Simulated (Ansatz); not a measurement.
SiO2 (within 0.1 Å of C222₁, No. 20, 12 atoms in the cell; start mp-555891; another space group than a measured phase of this formula) was calculated with HSE06 (plane waves, PAW; Ansatz, an electronic-structure program).

Run with plane-wave cutoff 460 eV, 6×4×6 k mesh (along the axes of the cell as run), Fermi–Dirac smearing 0.01 eV, scalar-relativistic PAW data made under PBE.

Cell (relaxed with PBEsol):

```xyz
12
Lattice="4.9895 0.0000 -0.0233 0.0000 8.3207 0.0000 -2.4745 0.0000 4.4311" Properties=species:S:1:pos:R:3 pbc="T T T"
Si     2.1088     7.8091     1.4412
Si     0.4062     3.6488     2.9665
Si    -0.3790     0.5324     2.9694
Si     2.8940     4.6927     1.4383
O      3.3880     0.3713     1.8974
O     -0.8730     4.5316     2.5104
O      1.6084     0.0100    -0.0081
O      0.9066     4.1704     4.4158
O      1.6190     3.8102     1.9067
O      0.8960     7.9706     2.5011
O      0.0138     2.0906     3.0462
O      2.5011     6.2509     1.3615
```

Q: Give the computed band gap and smallest direct gap on the k points sampled.

A: 
- band gap = 7.38 eV (on the SCF k mesh) (indirect)
- smallest direct gap on the k points sampled = 7.40 eV

Note: cell and atoms aren't relaxed at this level (largest force component 0.21 eV/Å, pressure -2.2 GPa).

The computed numbers hold no vibrational or temperature effects.

Computing time: very roughly 24 core-minutes.

A start named mp-… is a Materials Project structure, which need not be a measured phase.
